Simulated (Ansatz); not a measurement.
Start from Ge in the diamond structure (space group Fd-3m, No. 227; a = 5.622 Å). Axes: x, y, z lie along the cube axes.

Level of theory: plane-wave PAW DFT at the LDA level (Ansatz, an electronic-structure program, 420 eV), no SOC.

Before the change:

```
Property    Value
--------  -------
Pressure  0.0 GPa
```

It is then changed as follows: compressive biaxial strain of 0.42 % in the plane normal to [111], as in epitaxy on a mismatched substrate; the out-of-plane cell vector and the atoms relax.

Task: Predict the new energy relative to the base and pressure.

Result: The energy increases by 0.4 meV/atom; the pressure (mean of the normal stresses, compression positive) goes from zero to 0.5 GPa.

No phonon test of stability was made. Gaps under 0.05 eV, about the width of the smearing, are given as zero.
